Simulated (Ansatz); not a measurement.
## A computed series for HfN: response to strain

Consider HfN in the rock salt structure (space group Fm-3m, No. 225; a = 4.502 Å; relaxed with 0.1 eV smearing). Axes: x, y, z lie along the cube axes.

Strains are applied to the cell and any free atomic positions relax; under biaxial strain the out-of-plane vector relaxes too; under stress the whole cell relaxes.

The values are results of plane-wave PAW DFT at the PBEsol level (Ansatz, a quantum-chemistry and plane-wave program, 420 eV), spin-orbit coupling left out, not measurements.

Notes on the quantities. energy relative to the base: free energy F; pressure: mean of the normal stresses, compression positive.

```csv
case,energy relative to the base,pressure,space group,volume per atom
base,0 meV/atom,0.0 GPa,Fm-3m (No. 225),11.40 Å³
"biaxial strain +1.01 %, plane normal [110], relaxed out of plane",+3.9 meV/atom,-3.5 GPa,Immm (No. 71),11.55 Å³
isotropic strain −3.79 %,+148 meV/atom,42.1 GPa,Fm-3m (No. 225),10.16 Å³
isotropic strain +1.35 %,+16 meV/atom,-10.5 GPa,Fm-3m (No. 225),11.87 Å³
isotropic strain +2.68 %,+60 meV/atom,-19.0 GPa,Fm-3m (No. 225),12.35 Å³
uniaxial strain ε_yy = +1.82 %,+6.9 meV/atom,-4.7 GPa,I4/mmm (No. 139),11.61 Å³
uniaxial strain ε_zz = +3.38 %,+22 meV/atom,-8.1 GPa,I4/mmm (No. 139),11.79 Å³
"uniaxial stress, 2 GPa tension along x",+0.2 meV/atom,–,I4/mmm (No. 139),11.43 Å³
"uniaxial stress, 1 GPa tension along x",+0.1 meV/atom,–,I4/mmm (No. 139),11.42 Å³
```

A biaxial case was relaxed in a doubled cell and then solved in the primitive one. Stability under load was not tested beyond the relaxation. All final runs are without spin polarisation. An odd electron count without spin: HfN.
